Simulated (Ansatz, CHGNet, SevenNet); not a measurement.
# Lattice parameter c of TiTe2 (model structure, started from the CdI2 type, P-3m1, No. 164, 3 atoms in the cell) at several levels of theory

No measured value is used here.

| level (code) | value (Å) |
|---|---|
| CHGNet-r²SCAN | 7.439 |
| SevenNet-0 | 7.262 |
| SevenNet-l3i5 | 7.083 |
| LDA (Ansatz) | 6.334 |
| PBE (Ansatz) | 6.959 |
| PBEsol (Ansatz) | (withheld) |
| PBE-D3(BJ) (Ansatz) | (withheld) |
| r²SCAN (Ansatz) | (withheld) |
| r²SCAN+rVV10 (Ansatz) | 6.615 |

Complete the blanks.


- PBEsol (Ansatz, a quantum-chemistry and plane-wave program), value (Å): 6.443
- PBE-D3(BJ) (Ansatz), value (Å): 6.384
- r²SCAN (Ansatz), value (Å): 6.899

CHGNet-r²SCAN, SevenNet-0: the cell has another shape than the first-principles one, perhaps another minimum in the same group. Cutoffs differ between the levels. Ansatz's density-functional and Hartree–Fock values are scalar-relativistic unless marked +SOC, with PAW data made under PBE.

Machine-learned potentials (CHGNet-r²SCAN, SevenNet-0, SevenNet-l3i5) are trained on DFT data: a solid inside that data is no test of them.

A model structure was made by putting elements into a prototype or built by hand; here it ended with the formula and space group of a phase in our tables.
